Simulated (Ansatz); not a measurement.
MgO under load (space group I4/mmm), r2SCAN, rigid bands (Ansatz, a first-principles code). Condition of this run: uniaxial stress zz = -1 GPa (compression positive) (the target of the relaxation). Band gap 5.66 eV, N_c = 5.72e18 cm⁻³ and N_v = 2.32e20 cm⁻³ at 300 K, conductivity masses of 0.374 mₑ (electrons) and 2.25 mₑ (holes). Take k_BT = 0.02585 eV.

Task: A film of it is 8 nm thick. Estimate the confinement energies in an infinite well.

Result: ħ²π²/(2m t²) = 0.376 eV·nm²/(m/mₑ × t²) gives 15.7 meV for electrons and 2.61 meV for holes, so the gap would widen to about 5.68 eV. Finite barriers and nonparabolic bands lower this, and with several valleys or bands the heaviest mass along the normal sets the lowest level, not this average.

Task: What thermal injection velocity √(2k_BT/πm) limits a ballistic channel?

Result: 8.80e6 cm/s for electrons and 3.59e6 cm/s for holes, a ratio of √(m_h/m_e) = 2.45, for dilute carriers.

Task: Find the intrinsic carrier density and the intrinsic Fermi level.

Result: n_i = √(N_c N_v) exp(−E_g/2k_BT) = 3.64e19 × exp(−109.47) = 1.0e-28 cm⁻³. The level lies (k_BT/2) ln(N_v/N_c) = 48 meV from mid-gap (positive towards the conduction band). Each 0.1 eV added to the gap lowers n_i by a factor of 6.9.

Rigid bands with the computed gap; masses take one relaxation time for all states. Spin-orbit coupling is left out.
